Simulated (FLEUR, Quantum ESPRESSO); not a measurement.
A Quantum ESPRESSO input for a self-consistent single point of LaCu₂ (P6/mmm, 3 atoms in the cell) (DFT, PBEsol, plane waves, GBRV 1.5 ultrasoft (PBESOL) pseudopotentials):

```fortran
&CONTROL
   calculation = 'scf',
   prefix = 'lacu2',
   outdir = './tmp',
   pseudo_dir = './',
   verbosity = 'high',
   tprnfor = .true.,
   tstress = .true.,
/
&SYSTEM
   ibrav = 4,
   celldm(1) = 8.1263699379,
   celldm(3) = 0.895511744173,
   nat = 3,
   ntyp = 2,
   ecutwfc = 50,
   ecutrho = 400,
   occupations = 'smearing',
   smearing = 'fermi-dirac',
   degauss = 0.0036749,
/
&ELECTRONS
   conv_thr = 1.0e-11,
/
ATOMIC_SPECIES
La   138.9055  la_pbesol_v1.uspp.F.UPF
Cu    63.5460  cu_pbesol_v1.2.uspp.F.UPF
ATOMIC_POSITIONS {crystal}
La    0.0000000000    0.0000000000    0.0000000000
Cu    0.3333333333    0.6666666667    0.5000000000
Cu    0.6666666667    0.3333333333    0.5000000000
K_POINTS {automatic}
9 9 9  0 0 0
```

### Question
Give the FLEUR input for the same structure, mesh, smearing and functional.

### Answer
One input that does it (others would too):

Input of the input generator:

```
scf LaCu2
&input film=f /
8.1263699379 0.0000000971 0.0000000000
-4.0631850531 7.0376427582 0.0000000000
0.0000000000 0.0000000000 7.2772597169
1.0
1.0 1.0 1.0

3
57 0.0000000000 0.0000000000 0.0000000000
29 0.3333333333 0.6666666667 0.5000000000
29 0.6666666667 0.3333333333 0.5000000000

&comp jspins=1 /
&exco xctyp='PBEs' /
&kpt div1=9 div2=9 div3=9 /
&end /
```

```xml
<?xml version="1.0" encoding="UTF-8" standalone="no"?>
<fleurInput fleurInputVersion="0.39">
   <comment>
      scf LaCu2                                                                                           
   </comment>
   <calculationSetup>
      <cutoffs Kmax="3.8" Gmax="13.3" GmaxXC="13.3" numbands="0"/>
      <scfLoop itmax="100" minDistance="0.00001" maxIterBroyd="40" imix="Anderson" alpha="0.05" precondParam="0.0" spinf="2.0"/>
      <coreElectrons ctail="T" frcor="F" kcrel="0" coretail_lmax="0"/>
      <xcFunctional name="PBEs" relativisticCorrections="F"/>
      <magnetism jspins="1"/>
      <soc l_soc="F" theta="0.0" phi="0.0" spav="F"/>
      <expertModes spex="0" secvar="F"/>
      <geometryOptimization l_f="T" forcealpha="1.0" forcemix="BFGS" epsdisp="0.00001" epsforce="0.00001"/>
      <ldaU l_linMix="F" mixParam="0.05" spinf="1.0"/>
   </calculationSetup>
   <cell>
      <bzIntegration valenceElectrons="33.0" mode="hist" fermiSmearingEnergy="0.00183747">
         <kPointListSelection listName="default-1"/>
         <!-- k-points included here -->
         <xi:include xmlns:xi="http://www.w3.org/2001/XInclude" href="kpts.xml"> </xi:include>
      </bzIntegration>
      <!-- symmetry operations included here -->
      <xi:include xmlns:xi="http://www.w3.org/2001/XInclude" href="sym.xml"> </xi:include>
      <bulkLattice scale="1.0">
         <bravaisMatrix>
            <row-1>    8.1263699378999998     0.0000000971000000     0.0000000000000000</row-1>
            <row-2>   -4.0631850530999998     7.0376427581999996     0.0000000000000000</row-2>
            <row-3>    0.0000000000000000     0.0000000000000000     7.2772597168999997</row-3>
         </bravaisMatrix>
      </bulkLattice>
   </cell>
   <atomSpecies>
      <species name="Lanthanum (La)" element="La" atomicNumber="57">
         <mtSphere radius="2.68" gridPoints="925" logIncrement="0.014"/>
         <atomicCutoffs lmax="10" lnonsphr="8"/>
         <electronConfig flipSpins="F">
            <coreConfig>(1s1/2) (2s1/2) (2p1/2) (2p3/2) (3s1/2) (3p1/2) (3p3/2) (4s1/2) (3d3/2) (3d5/2) (4p1/2) (4p3/2) (4d3/2) (4d5/2)</coreConfig>
            <valenceConfig>(5s1/2) (5p1/2) (5p3/2) (6s1/2) (5d3/2) (5d5/2)</valenceConfig>
            <stateOccupation state="(5d3/2)" spinUp="0.2" spinDown="0.2"/>
            <stateOccupation state="(5d5/2)" spinUp="0.3" spinDown="0.3"/>
         </electronConfig>
         <energyParameters s="6" p="6" d="5" f="4"/>
         <lo type="SCLO" l="0" n="5" eDeriv="0"/>
         <lo type="SCLO" l="1" n="5" eDeriv="0"/>
      </species>
      <species name="Copper (Cu)" element="Cu" atomicNumber="29">
         <mtSphere radius="2.19" gridPoints="757" logIncrement="0.016"/>
         <atomicCutoffs lmax="8" lnonsphr="6"/>
         <electronConfig flipSpins="F">
            <coreConfig>(1s1/2) (2s1/2) (2p1/2) (2p3/2) (3s1/2) (3p1/2) (3p3/2)</coreConfig>
            <valenceConfig>(4s1/2) (3d3/2) (3d5/2)</valenceConfig>
            <stateOccupation state="(4s1/2)" spinUp="0.5" spinDown="0.5"/>
         </electronConfig>
         <energyParameters s="4" p="4" d="3" f="4"/>
         <lo type="HELO" l="2" n="4" eDeriv="0"/>
      </species>
   </atomSpecies>
   <atomGroups>
      <atomGroup species="Lanthanum (La)">
         <relPos label="                   1">.0000000000 .0000000000 .0000000000</relPos>
         <force calculate="T" relaxXYZ="TTT"/>
      </atomGroup>
      <atomGroup species="Copper (Cu)">
         <relPos label="                   2">1.000/3.000 -1.000/3.000 1.000/2.000</relPos>
         <relPos label="                   3">-1.000/3.000 1.000/3.000 1.000/2.000</relPos>
         <force calculate="T" relaxXYZ="TTT"/>
      </atomGroup>
   </atomGroups>
   <output dos="F" band="F" slice="F">
      <checks vchk="F" cdinf="F"/>
      <bandDOS minEnergy="-.5*Htr" maxEnergy="0.5*Htr" sigma="0.015" storeEVData="T"/>
      <vacuumDOS vacdos="F" integ="F" star="F" nstars="0" locx1="0.0" locy1="0.0" locx2="0.0" locy2="0.0" nstm="0" tworkf="0.0"/>
      <unfoldingBand unfoldBand="F" supercellX="1" supercellY="1" supercellZ="1"/>
      <plotting iplot="0" polar="F">
         <plot TwoD="T" vec1="  1.0  0.0  0.0" vec2="  0.0  1.0  0.0" vec3="  0.0  0.0  1.0" zero="  0.0  0.0  0.0" file="plot"/>
      </plotting>
      <chargeDensitySlicing numkpt="0" minEigenval="0.0" maxEigenval="0.0" nnne="0" pallst="F"/>
      <specialOutput eonly="F"/>
      <magneticCircularDichroism mcd="F" energyLo="-10.0" energyUp="0.0"/>
   </output>
  <!-- We include the file relax.xml here to enable relaxations (see documentation) -->
  <xi:include xmlns:xi="http://www.w3.org/2001/XInclude" href="relax.xml"> <xi:fallback/> </xi:include>
</fleurInput>
```

Basis, cutoffs, solver keys and any potentials are the target program's own. This input uses DFT, PBEsol, all-electron FLAPW (FLEUR), scalar-relativistic valence.

The starting cell comes from a database of computed structures (which also holds hypothetical and non-ambient phases and stackings), without a prior relaxation at this level.
